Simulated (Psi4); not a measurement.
Psi4 1.11, PBE/def2-svp: Mo(O)2(OH)(OMe) (C[O][Mo](=[O])(=[O])[OH]), 10 atoms. The geometry is a generated start, not checked to be a minimum at this level.

```
Quantity                                             Result
--------------------------  -------------------------------
task                                                 energy
method                                                  pbe
basis                                              def2-svp
memory                                                 3 GB
maxiter                                                 100
keys of the molecule block                      symmetry c1
scf_type                                       df (default)
guess                        auto, which took SAD (default)
scf_initial_accelerator                     adiis (default)
e_convergence                               1e-06 (default)
d_convergence                               1e-06 (default)
dft_radial_points                              75 (default)
dft_spherical_points                          302 (default)
effective core potentials   those of the basis set, past Kr
basis functions                                         121
grid points                                          216235
```

```xyz
10

Mo    -0.6189     0.9500     0.5099
O     -0.0723     2.3859    -0.0803
O     -0.5124     0.9439     2.1525
O     -2.3062     0.7160     0.0310
H     -3.2556     0.7923    -0.1055
O      0.3682    -0.3349    -0.1290
C      1.3940    -1.1939    -0.5188
H      1.0846    -2.2373    -0.3720
H      1.6323    -1.0314    -1.5788
H      2.2864    -0.9906     0.0910
```

Charge 0 and multiplicity 1 are set for this test and not shown to be the ground state.

One run each on 2 threads. Values of diis_max_vecs tried: 3, 6, 10 (default), 20.

Problem. Predict the course of the SCF iterations along this series.

Solution. Fewest SCF iterations, within one of each other: 10 (default) with 13, 20 with 14. The count rises to 15 at 6. The run ends without SCF convergence in 100 iterations at 3.

```json
[
 {"diis_max_vecs": "3", "SCF iterations": "100", "end": "no convergence"},
 {"diis_max_vecs": "6", "SCF iterations": "15", "end": "same solution"},
 {"diis_max_vecs": "10 (default)", "SCF iterations": "13", "end": "same solution"},
 {"diis_max_vecs": "20", "SCF iterations": "14", "end": "same solution"}
]
```
